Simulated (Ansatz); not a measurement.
Take GaP in the zinc blende structure (space group F-43m, No. 216) as the base.

```
CELL_PARAMETERS angstrom
      0.00000     2.69570     2.69570
      2.69570     0.00000     2.69570
      2.69570     2.69570     0.00000
ATOMIC_POSITIONS crystal
  Ga 0.00000 0.00000 0.00000
  P  0.25000 0.25000 0.25000
```

Computed with plane-wave PAW DFT at the LDA level (Ansatz, an electronic-structure program, 420 eV), spin-orbit coupling left out.

For the base:

| Property | Value |
|---|---|
| Width of the top valence band | 3.63 eV |
| Valley order | a point along ⟨100⟩, about 1.0 Å⁻¹ from Γ 1.38 eV; L along ⟨111⟩ 1.60 eV; Γ 1.88 eV |
| Hole mass | 0.11, 0.36, 0.36 mₑ (at Γ) |

One thing is altered: an isotropic linear strain of −1.00 %, atoms relaxed at fixed cell.

Question: Estimate the effect on the width of the top valence band.

Answer: The width of the top valence band goes up by 0.155 eV, from 3.63 eV to 3.79 eV.

Question: What happens to the valley order?

Answer: The valley order (the lowest conduction-band minima on the path, energy above the VBM, named in the base's zone) goes from a point along ⟨100⟩, about 1.0 Å⁻¹ from Γ 1.38 eV; L along ⟨111⟩ 1.60 eV; Γ 1.88 eV to a point along ⟨100⟩, about 1.0 Å⁻¹ from Γ 1.33 eV; L along ⟨111⟩ 1.70 eV; Γ 2.13 eV.

Question: Estimate the effect on the hole mass.

Answer: The hole mass (degenerate bands, along [100]) goes from 0.11, 0.36, 0.36 mₑ (at Γ) to 0.12, 0.34, 0.34 mₑ (at Γ).

Masses are band curvatures over ±0.01 Å⁻¹ around the edge. No phonon test of stability was made.
